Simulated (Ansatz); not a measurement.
# SiH3 on the 1x1 (110) surface of bcc Ta, one in a 2x2 cell, started at the site 'hollow Ta-Ta-Ta'

Computed with r2SCAN, at the PBE geometry (plane waves to 500 eV, PAW; Ansatz, an electronic-structure program).

Model: 20-atom slab, 6.8 Å thick at the start under the adsorbate (thin: gaps and levels are the slab's own), 5x5x1 mesh, Fermi-Dirac 0.1 eV, dipole correction, single point; no symmetry held, on the structure that PBE left; no spin, no spin-orbit, no U, no dispersion correction. At the end it is bonded to 6 Ta. In PBE it is, or lies within 0.03 eV of, the lowest of the starts that converged; the order may differ at this level.

```json
{
  "energy of the end state, in which the adsorbate came apart, against SiH4(g) − ½ H2(g) at the same level": "-3.14 eV",
  "work_function_of_the_top_face": "4.75 eV",
  "change_of_the_work_function": "-0.13 eV",
  "change_of_the_step_from_the_bottom_to_the_top_vacuum_level_against_the_clean_slab": "-0.082 eV",
  "height of the binding atom over the mean of the host atoms within 0.3 Å of the top one": "1.747 Å",
  "cost": "roughly 3 core-minutes"
}
```

A negative adsorption energy means that the adsorbate is more stable on the surface than in its reference.
